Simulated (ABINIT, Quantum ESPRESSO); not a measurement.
An ABINIT input for a self-consistent single point of Al2ZnTe4 (I-4, 7 atoms in the cell) (DFT, PBEsol, plane waves, PAW (JTH v2.0 PBE PAW, files made for PBE)):

```
# Al2ZnTe4, JTH v2.0 PBE PAW
pp_dirpath "./"
pseudos "Al.GGA_PBE-JTH.xml, Zn.GGA_PBE-JTH.xml, Te.GGA_PBE-JTH.xml"
acell 3*1.0 Angstrom
rprim
        -2.9991610000    2.9991610000    5.9187730000
         2.9991610000   -2.9991610000    5.9187730000
         2.9991610000    2.9991610000   -5.9187730000
natom 7
ntypat 3
znucl 13 30 52
typat 1 1 2 3 3 3 3
xcart
         5.6675928937   -0.0000000000    5.5924299819
        -0.0000000000   -0.0000000000   11.1848599638
         0.0000000000    0.0000000000    0.0000000000
        -2.6775975867    2.9381935079    8.2342939054
         2.9381935079    2.6775975867   14.1354260223
         8.3451904803    2.7293993857   -2.9505660585
         2.7293993857    2.9899953070    2.9505660585
ecut 30
pawecutdg 60
ixc -116133
occopt 1
nband 24
kptopt 1
ngkpt 3 3 3
nshiftk 1
shiftk 0 0 0
nstep 60
toldfe 1.0e-09
diemac 4
prtwf 0
prtden 0
```

Problem. Give the Quantum ESPRESSO input for the same structure, mesh, smearing and functional.

Solution. One input that does it (others would too):

```fortran
&CONTROL
  calculation = 'scf',
  prefix = 'pwscf',
  outdir = './out',
  pseudo_dir = './',
  verbosity = 'high',
  tprnfor = .true.,
  tstress = .true.,
/
&SYSTEM
  ibrav = 7,
  celldm(1) = 11.335185787,
  celldm(3) = 1.97347624886,
  nat = 7,
  ntyp = 3,
  ecutwfc = 50,
  ecutrho = 250,
  occupations = 'fixed',
  nbnd = 29,
/
&ELECTRONS
  conv_thr = 1.0e-11,
  mixing_beta = 0.5,
/
ATOMIC_SPECIES
Al    26.9815  al_pbesol_v1.uspp.F.UPF
Zn    65.3800  zn_pbesol_v1.uspp.F.UPF
Te   127.6000  te_pbesol_v1.uspp.F.UPF
ATOMIC_POSITIONS {angstrom}
Al    0.000000000    2.999161000    2.959386500
Al    0.000000000    0.000000000    5.918773000
Zn    0.000000000    0.000000000    0.000000000
Te   -1.554825046   -1.416923623    4.357400683
Te   -1.416923623    1.554825046    7.480145317
Te   -1.444335954    4.416084623   -1.561372317
Te   -1.582237377    1.444335954    1.561372317
K_POINTS {automatic}
3 3 3  0 0 0
```

Basis settings and potentials, where a program has them, do not carry over. This input uses DFT, PBEsol, plane waves, GBRV 1.5 ultrasoft (PBESOL) pseudopotentials.

The starting cell comes from a database of computed structures (which also holds hypothetical and non-ambient phases and stackings), without a prior relaxation at this level. Its lattice was rescaled by a random factor within 2.5 % of one. For this run, on top of that: lattice scaled by 0.98.
